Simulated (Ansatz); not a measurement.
For CoSn (P6/mmm, No. 191, 6 atoms in the cell; start mp-20536), PBE-D3(BJ) (Ansatz, a quantum-chemistry and plane-wave program, PAW) gives:

- equilibrium lattice constant a: 5.239 Å
- lattice parameter c: 4.189 Å
- cohesive energy: 4.61 eV/atom

**Question.** What does r²SCAN+rVV10 (Ansatz, PAW) give for the same quantities?

**Answer.** 
- lattice constant a: 5.223 Å (decreases by 0.3 %)
- lattice parameter c: 4.172 Å (drops by 0.4 %)
- cohesive energy: 4.20 eV/atom (decreases by 0.41 eV/atom)

Changes are worked out from the printed values.

Unless a cell is named, each level is at its own relaxed cell (PBE-D3(BJ) 16.59, r²SCAN+rVV10 16.43 Å³/atom).

Levels without +SOC leave out spin–orbit coupling, which shifts energies and cells of such heavy elements.

The crystal itself was run without spin with PBE-D3(BJ), r²SCAN+rVV10; a magnetic state was not tried in these runs.

Caveats: the relaxation could not lower the start's symmetry, so the cell can be a saddle point above a distorted one (PBE-D3(BJ), r²SCAN+rVV10). Ansatz's density-functional and Hartree–Fock values are scalar-relativistic unless marked +SOC, with PAW data made under PBE.

A start named mp-… is a Materials Project structure, which need not be a measured phase.
